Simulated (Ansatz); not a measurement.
**A computed series for Sb: response to strain**

Start from Sb (space group R-3m, No. 166; a = 4.3263 Å, c = 11.3390 Å (hexagonal axes); layered; relaxed with 0.1 eV smearing). Axes: x lies along a and z along c of the hexagonal cell.

Strains are applied to the cell and any free atomic positions relax; under biaxial strain the out-of-plane vector relaxes too; under stress the whole cell relaxes.

Level of theory: Ansatz (a quantum-chemistry and plane-wave program), r2SCAN+rVV10, PAW, cutoff 500 eV, scalar-relativistic without spin-orbit coupling.

Notes on the quantities. energy relative to the base: free energy F; pressure: mean of the normal stresses, compression positive.

```json
[
 {"change": "base", "energy relative to the base": "0 meV/atom", "pressure": "0.0 GPa", "volume per atom": "30.63 Å³", "space group": "R-3m (No. 166)"},
 {"change": "biaxial strain −0.75 %, plane normal [001], relaxed out of plane", "energy relative to the base": "+1.0 meV/atom", "pressure": "?", "volume per atom": "30.44 Å³", "space group": "R-3m (No. 166)"},
 {"change": "biaxial strain +4.22 %, plane normal [001], relaxed out of plane", "energy relative to the base": "?", "pressure": "-2.6 GPa", "volume per atom": "31.79 Å³", "space group": "R-3m (No. 166)"},
 {"change": "isotropic strain −4.72 %", "energy relative to the base": "+94 meV/atom", "pressure": "8.2 GPa", "volume per atom": "26.50 Å³", "space group": "R-3m (No. 166)"},
 {"change": "isotropic strain −4.36 %", "energy relative to the base": "+79 meV/atom", "pressure": "7.4 GPa", "volume per atom": "26.80 Å³", "space group": "R-3m (No. 166)"},
 {"change": "isotropic strain −1.20 %", "energy relative to the base": "+5.4 meV/atom", "pressure": "1.6 GPa", "volume per atom": "29.54 Å³", "space group": "R-3m (No. 166)"},
 {"change": "uniaxial strain ε_xx = −1.72 %", "energy relative to the base": "?", "pressure": "0.9 GPa", "volume per atom": "30.11 Å³", "space group": "C2/m (No. 12)"},
 {"change": "uniaxial strain ε_yy = +2.50 %", "energy relative to the base": "+5.6 meV/atom", "pressure": "-1.2 GPa", "volume per atom": "31.40 Å³", "space group": "C2/m (No. 12)"},
 {"change": "uniaxial stress, 0.5 GPa compression along z", "energy relative to the base": "+0.7 meV/atom", "pressure": "–", "volume per atom": "30.35 Å³", "space group": "R-3m (No. 166)"},
 {"change": "tensor shear ε_xy = −0.88 %", "energy relative to the base": "+1.0 meV/atom", "pressure": "0.0 GPa", "volume per atom": "30.63 Å³", "space group": "P-1 (No. 2)"}
]
```

Question: Complete the table.

Answer: 
- biaxial strain −0.75 %, plane normal [001], relaxed out of plane, pressure: 0.5 GPa
- biaxial strain +4.22 %, plane normal [001], relaxed out of plane, energy relative to the base: +32 meV/atom
- uniaxial strain ε_xx = −1.72 %, energy relative to the base: +2.8 meV/atom

Beyond what the load breaks, stability against distortions was not tested.
